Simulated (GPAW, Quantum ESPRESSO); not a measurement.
A GPAW input for a self-consistent single point of ZrAs (P6_3/mmc, 8 atoms in the cell) (DFT PBEsol, plane waves, GPAW PAW datasets PBEsol (made by gpaw-setup)):

```python
from ase import Atoms
from ase.units import GPa
from gpaw import GPAW, PW

atoms = Atoms(['Zr', 'Zr', 'Zr', 'Zr', 'As', 'As', 'As', 'As'],
              cell=[[3.870049, 0.000000, 0.000000],
                    [-1.935024, 3.351561, 0.000000],
                    [0.000000, 0.000000, 13.020495]],
              scaled_positions=[[0.333333, 0.666667, 0.116540],
                                [0.666667, 0.333333, 0.883460],
                                [0.666667, 0.333333, 0.616540],
                                [0.333333, 0.666667, 0.383460],
                                [0.000000, 0.000000, 0.000000],
                                [0.000000, 0.000000, 0.500000],
                                [0.333333, 0.666667, 0.750000],
                                [0.666667, 0.333333, 0.250000]],
              pbc=True)

calc = GPAW(mode=PW(600),
            xc='PBEsol',
            kpts={'size': (5, 5, 2), 'gamma': True},
            occupations={'name': 'methfessel-paxton', 'width': 0.1, 'order': 0},
            nbands=-16,
            convergence={'density': 1e-05, 'energy': 1e-05},
            symmetry={'symmorphic': False, 'tolerance': 0.0005},
            maxiter=100,
            txt='-')

atoms.calc = calc

energy = atoms.get_potential_energy()
print('Energy (eV):', round(energy, 6))
forces = atoms.get_forces()
print('Forces (eV/Ang):')
print(forces.round(5))
stress = atoms.get_stress()
print('Stress (GPa, Voigt):', (stress / GPa).round(4))
```

### Question
Translate this input to Quantum ESPRESSO.

### Answer
This is the input that was run; spellings and numerical settings could be chosen otherwise.

```fortran
&control
    calculation = 'scf'
    prefix = 'scf'
    outdir = './tmp'
    pseudo_dir = './'
    tprnfor = .true.
    tstress = .true.
/
&system
    ibrav = 4
    celldm(1) = 7.313332974
    celldm(3) = 3.36442626703
    nat = 8
    ntyp = 2
    ecutwfc = 40
    ecutrho = 320
    occupations = 'smearing'
    smearing = 'gaussian'
    degauss = 0.0073499
    input_dft = 'pbesol'
/
&electrons
    conv_thr = 1.0d-10
/
ATOMIC_SPECIES
Zr    91.2240  Zr_pbe_v1.uspp.F.UPF
As    74.9216  As.pbe-n-rrkjus_psl.0.2.UPF
ATOMIC_POSITIONS angstrom
Zr    0.000000000    2.234373916    1.517408487
Zr    1.935024573    1.117186958   11.503086513
Zr    1.935024573    1.117186958    8.027655987
Zr    0.000000000    2.234373916    4.992839013
As    0.000000000    0.000000000    0.000000000
As    0.000000000    0.000000000    6.510247500
As    0.000000000    2.234373916    9.765371250
As    1.935024573    1.117186958    3.255123750
K_POINTS automatic
5 5 2  0 0 0
```

Basis settings and potentials, where a program has them, do not carry over. This input uses DFT, PBEsol, plane waves, SSSP 1.1.2 efficiency (PBE) pseudopotentials.

The starting cell comes from a database of computed structures (which also holds hypothetical and non-ambient phases and stackings), without a prior relaxation at this level. Its lattice was rescaled by a random factor within 2.5 % of one.
